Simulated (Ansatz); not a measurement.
An Ansatz (a program for electronic structure) input for tetragonal ZrO2:

Ansatz 0.2 input:
```yaml
crystal:
  lattice:
    - [3.6210491, 0.0, 0.0]
    - [0.0, 3.6210491, 0.0]
    - [0.0, 0.0, 5.2828829]
  atoms:
    - { symbol: Zr, position: [0.5, 0.5, 0.5] }
    - { symbol: Zr, position: [0.0, 0.0, 0.0] }
    - { symbol: O, position: [0.5, 0.0, 0.3072323] }
    - { symbol: O, position: [0.5, 0.0, 0.8072323] }
    - { symbol: O, position: [0.0, 0.5, 0.1927677] }
    - { symbol: O, position: [0.0, 0.5, 0.6927677] }
basis:
  ecutwfc: 500
  ecutrho_ratio: 4
  xc_grid: 4
kpoints:
  mp_grid: { grid: [9, 9, 6] }
  band_path: { path: [VBM, CBM], npoints: 4 }
hamiltonian:
  xc: r2scan
  dispersion: none
  pseudopotentials: { kind: paw }
scf:
  n_extra_bands: 9
  occupations: { method: fermi_dirac, width: 0.01 }
  convergence: { dr2_threshold: 0.000000001 }
output:
  eigenvalues: true
```

Level of theory: r2SCAN (plane waves to 500 eV, PAW; Ansatz). Spin–orbit coupling is left out. Its k-point mesh 9×9×6, Fermi–Dirac width 0.01 eV.

### Question
What does the end of the output print (band table and long remarks left out, numbers rounded to eight decimals)?

### Answer
```
SCF converged after 8 iterations
Free energy (F): -10676.278595 eV
Harris-Foulkes:  -10676.278595 eV  (|F-HF|=1.27e-11)
Internal energy: -10676.278595 eV  (E = F + TS)
E sigma→0 (E₀):  -10676.278595 eV
Fermi energy:    12.689629 eV
--- Per-component energies (eV) ---
  E_band       = -202.461574
  E_kinetic    = 1374.994077
  E_local      = -2391.217727  (includes V_loc(G=0)·N_el)
  E_nonlocal   = 339.236263
  E_hartree    = 789.639240
  E_xc         = -610.066696
  E_vxc        = -851.275736  (∫ρ·V_xc dr)
  E_paw        = -6578.899259  (= ΣΔE_a)
  E_vpaw       = -305.346706  (= ΣTr[D̂ρ^β])
  E_aug_tail   = 0.004156  (compensation charges beyond the density's cutoff)
  E_vtau       = 51.865099  (kinetic-family band-sum trace: ∫τ·v_τ [+ j·A + Jᵃ·Aᵃ] dr)
  E_ewald      = -3599.511403
  E_core_change = -0.457247  (= ΣΔE_core)
  E_smearing   = 0.000000  (= −TS)
  E_closure    = 0.000000  (closes the sum)
  Σ components = -10676.278595   (vs F -10676.278595, Δ=0.00e0)
```

Cost: very roughly 40 core-seconds.
